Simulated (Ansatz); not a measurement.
Ge, response to strain

The reference is Ge in the diamond structure (space group Fd-3m, No. 227; a = 5.673 Å). Axes: x, y, z lie along the cube axes.

Strains are applied to the cell and any free atomic positions relax; under biaxial strain the out-of-plane vector relaxes too.

Computed with r2SCAN/PAW in Ansatz (a first-principles code), spin-orbit coupling left out, earlier PAW set.

Notes on the quantities. energy relative to the base: free energy F; pressure: mean of the normal stresses, compression positive.

```json
[
 {"variant": "base", "space group": "Fd-3m (No. 227)", "energy relative to the base": "0 meV/atom", "band gap": "0.37 eV", "shortest interatomic distance": "2.456 Å", "pressure": "0.1 kbar"},
 {"variant": "biaxial strain +1.04 %, plane normal [001], relaxed out of plane", "space group": "I4_1/amd (No. 141)", "energy relative to the base": "+2.1 meV/atom", "band gap": "0.14 eV", "shortest interatomic distance": "2.468 Å", "pressure": "-9.2 kbar"},
 {"variant": "biaxial strain +1.53 %, plane normal [001], relaxed out of plane", "space group": "I4_1/amd (No. 141)", "energy relative to the base": "(withheld)", "band gap": "zero", "shortest interatomic distance": "(withheld)", "pressure": "(withheld)"},
 {"variant": "biaxial strain +0.76 %, plane normal [110], relaxed out of plane", "space group": "Imma (No. 74)", "energy relative to the base": "+1.4 meV/atom", "band gap": "0.18 eV", "shortest interatomic distance": "2.462 Å", "pressure": "-8.6 kbar"},
 {"variant": "biaxial strain +3.67 %, plane normal [110], relaxed out of plane", "space group": "Imma (No. 74)", "energy relative to the base": "+30 meV/atom", "band gap": "zero", "shortest interatomic distance": "2.485 Å", "pressure": "-3.5 GPa"},
 {"variant": "biaxial strain −2.08 %, plane normal [111], relaxed out of plane", "space group": "R-3m (No. 166)", "energy relative to the base": "+12 meV/atom", "band gap": "0.35 eV", "shortest interatomic distance": "2.421 Å", "pressure": "27.4 kbar"},
 {"variant": "biaxial strain +1.59 %, plane normal [111], relaxed out of plane", "space group": "R-3m (No. 166)", "energy relative to the base": "+6.1 meV/atom", "band gap": "zero", "shortest interatomic distance": "2.461 Å", "pressure": "-1.7 GPa"},
 {"variant": "isotropic strain −0.27 %", "space group": "Fd-3m (No. 227)", "energy relative to the base": "+0.4 meV/atom", "band gap": "0.44 eV", "shortest interatomic distance": "2.450 Å", "pressure": "6.0 kbar"},
 {"variant": "uniaxial strain ε_xx = +4.28 %", "space group": "I4_1/amd (No. 141)", "energy relative to the base": "+16 meV/atom", "band gap": "zero", "shortest interatomic distance": "2.492 Å", "pressure": "-2.6 GPa"},
 {"variant": "uniaxial strain ε_yy = −3.65 %", "space group": "I4_1/amd (No. 141)", "energy relative to the base": "+12 meV/atom", "band gap": "0.29 eV", "shortest interatomic distance": "2.427 Å", "pressure": "29.0 kbar"}
]
```

Some entries are withheld; estimate them.


- biaxial strain +1.53 %, plane normal [001], relaxed out of plane, energy relative to the base: +4.4 meV/atom
- biaxial strain +1.53 %, plane normal [001], relaxed out of plane, shortest interatomic distance: 2.473 Å
- biaxial strain +1.53 %, plane normal [001], relaxed out of plane, pressure: -1.3 GPa

A biaxial case was relaxed in a doubled cell and then solved in the primitive one. The mesh was chosen for an insulator and is coarse for the gapless case. No phonon test of stability was made. Gaps under 0.05 eV, about the width of the smearing, are given as zero. A zero or small gap of Ge under biaxial strain +1.04 %, plane normal [001], relaxed out of plane, Ge under biaxial strain +1.53 %, plane normal [001], relaxed out of plane, Ge under biaxial strain +0.76 %, plane normal [110], relaxed out of plane and Ge under biaxial strain +3.67 %, plane normal [110], relaxed out of plane can be the functional's error rather than a property of the material.
